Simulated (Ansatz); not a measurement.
What pressure −2 GPa does to Ga2O3

Take Ga₂O₃ in the corundum structure (space group R-3c, No. 167; a = 5.058 Å, c = 13.623 Å (hexagonal axes)) as the base.

Modification: hydrostatic tension (pressure −2 GPa).

All numbers come from PBE in Ansatz (plane waves to 420 eV, PAW, without spin-orbit coupling). Settings: 8×8×8 k-points, 0.05 eV Fermi–Dirac smearing.

```csv
quantity,base,changed,shift
volume per atom,10.06 Å³,10.16 Å³,+0.10 Å³
density,6.19 g/cm³,6.12 g/cm³,-0.064 g/cm³
lattice parameter a,5.058 Å,5.073 Å,+0.0156 Å
c/a ratio,2.694,2.696,+0.0029
enthalpy H = E + PV relative to the base's energy,–,-0.13 eV/atom,–
band gap,2.40 eV,2.30 eV,-0.10 eV
gap character,"indirect, Γ–S₀ (50 % along) → Γ","indirect, Γ–S₀ (50 % along) → Γ",–
smallest direct gap,2.63 eV,2.52 eV,-0.11 eV
width of the top valence band,0.43 eV,0.43 eV,-0.005 eV
electron mass,0.21 mₑ (at Γ),0.20 mₑ (at Γ),–
```

Load acts through the strain it causes; cell and atoms are relaxed under it. Effective masses come from finite differences of ±0.01 Å⁻¹. Stability against distortions was not tested.

Ansatz is an electronic-structure program.
